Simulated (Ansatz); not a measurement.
Base system: a 16-atom supercell of NaF in the rock salt structure (space group Fm-3m, No. 225; a = 4.702 Å) at its relaxed geometry.

The values are results of Kohn–Sham DFT with the PBE functional, run in Ansatz (a program for electronic structure) with PAW and 420 eV plane waves, no SOC, not measurements.

One neutral defect a cell, atoms relaxed at fixed cell.

One change was made to it. Results:

```tsv
quantity	base	after
largest displacement of a host atom from its site in the perfect cell	–	0.28 Å
pressure	0.0 GPa	9.1 GPa
```

### Question
Name the change that was made.
A) Na interstitial (started 1.84 Å from the nearest host atom)
B) F vacancy
C) F on a Na site (antisite)

### Answer
A, Na interstitial (started 1.84 Å from the nearest host atom). For comparison, the largest displacement of a host atom from its site in the perfect cell in the other runs: F vacancy gives 0.05 Å; F on a Na site (antisite) gives 0.15 Å.

The magnetic state is the one reached from the starting moments; the real material's order can differ, and small cells can't hold many antiferromagnetic ones. In so small a cell the defect repeats every few ångströms: this is an ordered compound, not a dilute defect. The mesh was chosen for an insulator and is coarse for the gapless case. Seeded moments were not kept for Na interstitial (started 1.84 Å from the nearest host atom) and F vacancy.
